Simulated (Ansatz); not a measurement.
# Na2S: isotropic strain +1.00 %

Base system: Na₂S in the anti-fluorite structure (space group Fm-3m, No. 225; a = 6.5014 Å).

Now apply this change: an isotropic linear strain of +1.00 %, atoms relaxed at fixed cell.

Calculations: PBEsol (Ansatz, a program for electronic structure, PAW, spin-orbit coupling left out). k-mesh 9×9×9 (Γ-centred); smearing 0.05 eV (Fermi–Dirac).

```csv
quantity,base,changed,shift
volume per atom,22.90 Å³,23.59 Å³,+0.69 Å³
energy relative to the base (free energy F),0 meV/atom,+1.8 meV/atom,+1.8 meV/atom
pressure,0.01 GPa,-0.82 GPa,-0.83 GPa
band gap,2.43 eV,2.33 eV,-0.095 eV
gap character,direct at Γ,direct at Γ,–
mean gap deformation potential ΔEg/Δln V,–,-3.2 eV,–
width of the top valence band,0.61 eV,0.59 eV,-0.02 eV
electron mass,0.28 mₑ (at Γ),0.28 mₑ (at Γ),–
"valley order (the lowest conduction-band minima on the path, energy above the VBM, named in the base's zone)",Γ 2.43 eV; X along ⟨100⟩ 3.70 eV,Γ 2.33 eV; X along ⟨100⟩ 3.69 eV,–
```

Effective masses come from finite differences of ±0.01 Å⁻¹. Whether these cells are dynamically stable was not tested.
